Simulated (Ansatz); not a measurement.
# What pressure 75 GPa does to Nb

Take Nb in the bcc (W type) structure (space group Im-3m, No. 229; a = 3.3096 Å) as the base.

The change: cell and atoms relaxed at a pressure of 75 GPa.

Level of theory: PBE (Ansatz, a program for electronic structure; PAW; 420 eV plane waves; without spin-orbit coupling). k-mesh 20×20×20 (Γ-centred); smearing 0.05 eV (Fermi–Dirac).

```tsv
quantity	base	changed	shift
volume per atom	18.13 Å³	13.82 Å³	-4.31 Å³
density	8.51 g/cm³	11.16 g/cm³	+2.65 g/cm³
lattice parameter a	6.254 bohr	5.713 bohr	-0.541 bohr
shortest interatomic distance	5.416 bohr	4.948 bohr	-0.468 bohr
band gap	zero	zero	–
```

Final structure:

```
Nb
1.0
   -1.51172     1.51172     1.51172
    1.51172    -1.51172     1.51172
    1.51172     1.51172    -1.51172
Nb
1
Direct
  0.00000   0.00000   0.00000
```

Load acts through the strain it causes; cell and atoms are relaxed under it. Whether these cells are dynamically stable was not tested. No other phases were tried under pressure. All final runs are without spin polarisation.
